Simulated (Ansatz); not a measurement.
Structures of equal composition on the (111) surface of fcc Ir: a pseudomorphic layer of Pt in the host's stacking; a pseudomorphic layer of Pt in the other hollow. The slabs share one bottom face, and each structure is named by its start. These are constructed structures in small cells; real faces may alloy, dewet or reconstruct in larger ones, and not all known structures of the face are among them. Slabs of about 11 Å, Fermi-Dirac smearing of 0.1 eV. Bottom of the slabs: a bare face, its two planes held. Relaxed from the named starts with such symmetry as they have, on meshes of like density; energies extrapolated to zero smearing; spin only where a row says so; no spin-orbit coupling, no U. Brackets mark spin-polarised runs, whose order is one that fits the cell.

The numbers are results of PBE (plane waves to 420 eV, PAW; Ansatz, a quantum-chemistry and plane-wave program), not measurements.

### Question
Rank these by energy per 1x1 cell (lowest first), as PBE gives it.

### Answer
a pseudomorphic layer of Pt in the host's stacking (0.000 eV), a pseudomorphic layer of Pt in the other hollow (0.078 eV)
